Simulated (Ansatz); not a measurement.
The reference is InSb in the zinc blende structure (space group F-43m, No. 216).

```
InSb
1.0
    0.00000     3.25944     3.25944
    3.25944     0.00000     3.25944
    3.25944     3.25944     0.00000
In Sb
1 1
Cartesian
  0.00000   0.00000   0.00000
  1.62972   1.62972   1.62972
```

Method: PBEsol/PAW in Ansatz (a quantum-chemistry and plane-wave program), no SOC.

Base values:

The lattice parameter a is 6.519 Å.

Perturbation: cell and atoms relaxed at a pressure of 0.9 GPa.

**Question.** What does the calculation give for the lattice parameter a after the change?

**Answer.** The lattice parameter a falls by 0.0434 Å, from 6.519 Å to 6.475 Å.

Load acts through the strain it causes; cell and atoms are relaxed under it. Stability against distortions was not tested. All final runs are without spin polarisation.
